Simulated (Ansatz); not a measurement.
Levels about the gap of amorphous germanium selenide (Ge12Se48) (60 atoms in a cell of 1648 Å³, 4.70 g/cm³; zone centre alone, so wide bands show as single levels with stretches between that a denser mesh fills), at the geometry that PBE relaxed, where it gives 1.8 GPa on a denser mesh. The participation number counts the atoms over which a state spreads; weights are charges in smoothed Voronoi cells. The levels come from a single point, so bond lengths are those of that geometry. Method of the levels: PBE, scalar-relativistic without spin-orbit coupling, PAW (Ansatz default set, large-core Se) (Ansatz, a program for electronic structure). Sampling: the zone centre alone; Fermi-Dirac width 0.05 eV; no spin polarisation.

It comes from a melt-quench run on a machine-learned potential (CHGNet), relaxed afterwards by DFT. It is a model cell: composition and starting density were chosen by hand, and all elements were melted together. No dispersion term was used. Its density started from a set value of 4.70 and ended at 4.70 g/cm³. The simulated quench (nominally 74 K/ps over its main leg) is rapid and tends to freeze in more defects than a deposited or slowly cooled glass has. Values belong to this one cell and scatter from quench to quench. The volume was held where the preparation left it, at a PBE pressure of 1.8 GPa. Stress components on the final sampling reach 2.7 GPa. The cell is metastable: after charging and discharging, a neutral geometry 0.18 eV lower was met.

```tsv
E - E(highest filled), eV	filling	participation number	largest on	weight Se	weight Ge
-0.43	filled	23.3	Se, 2 neighbours	0.93	0.07
-0.37	filled	26.1	Se, 2 neighbours	0.91	0.09
-0.28	filled	20.2	Se, 2 neighbours	0.93	0.07
-0.17	filled	13.9	Se, 2 neighbours	0.94	0.06
-0.12	filled	13.9	Se, 2 neighbours	0.93	0.07
-0.06	filled	17.6	Se, 2 neighbours	0.86	0.14
0.00	filled	25.0	Se, 2 neighbours	0.92	0.08
0.77	empty	31.7	Se, 2 neighbours	0.81	0.19
0.90	empty	32.2	Se, 3 neighbours	0.82	0.18
0.97	empty	28.1	Se, 2 neighbours	0.80	0.20
1.04	empty	21.3	Se, 2 neighbours	0.88	0.12
1.16	empty	24.2	Se, 2 neighbours	0.85	0.15
1.21	empty	36.2	Se, 3 neighbours	0.86	0.14
1.25	empty	30.1	Se, 2 neighbours	0.87	0.13
```

Most localised among these is the filled level at -0.17 eV, on a Se atom, which has 2 neighbours (Se 2.46 Å, Se 2.49 Å).
